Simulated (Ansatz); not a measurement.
Take AlRh in the CsCl type structure (space group Pm-3m, No. 221; a = 2.972 Å; a cell from a computed database, its experimental status unchecked; relaxed with 0.1 eV smearing) as the base. Axes: x, y, z lie along the cube axes.

Computed with PBEsol (Ansatz, an electronic-structure program), scalar-relativistic without spin-orbit coupling.

For the base:

The shortest interatomic distance comes out as 2.574 Å. The band gap is zero.

Now apply this change: uniaxial strain ε_zz = −1.43 %, all other strain components held at zero, atoms relaxed at fixed cell.

Q: Estimate the effect on the energy relative to the base, stress, shortest interatomic distance and band gap.

A: The energy rises by 2.9 meV/atom; the stress (xx, yy, zz, yz, xz, xy; compression positive) is (2.2, 2.2, 5.1, 0.0, 0.0, 0.0) GPa; the shortest interatomic distance drops by 0.012 Å to 2.562 Å; the band gap stays zero.

No phonon test of stability was made. All final runs are without spin polarisation.
